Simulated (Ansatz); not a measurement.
Pt: pressure 9 GPa

The reference is Pt in the fcc (Cu type) structure (space group Fm-3m, No. 225; a = 3.8939 Å).

One thing is altered: a hydrostatic pressure of 9 GPa.

Level of theory: LDA, PAW, 420 eV (Ansatz, a first-principles code; scalar-relativistic without spin-orbit coupling). k-mesh 20×20×20 (Γ-centred); smearing 0.05 eV (Fermi–Dirac).

```csv
quantity,base,changed,shift
volume per atom,14.76 Å³,14.36 Å³,-0.40 Å³
enthalpy H = E + PV relative to the base's energy,–,+0.82 eV/atom,–
band gap,zero,zero,–
```

Final structure:

```yaml
crystal:
  lattice:
    - [0.00000, 1.92934, 1.92934]
    - [1.92934, 0.00000, 1.92934]
    - [1.92934, 1.92934, 0.00000]
  atoms:
    - { symbol: Pt, position: [0.00000, 0.00000, 0.00000] }
```

Load acts through the strain it causes; cell and atoms are relaxed under it. Stability against distortions was not tested. Competing high-pressure phases were not computed. The final runs are not spin-polarised.
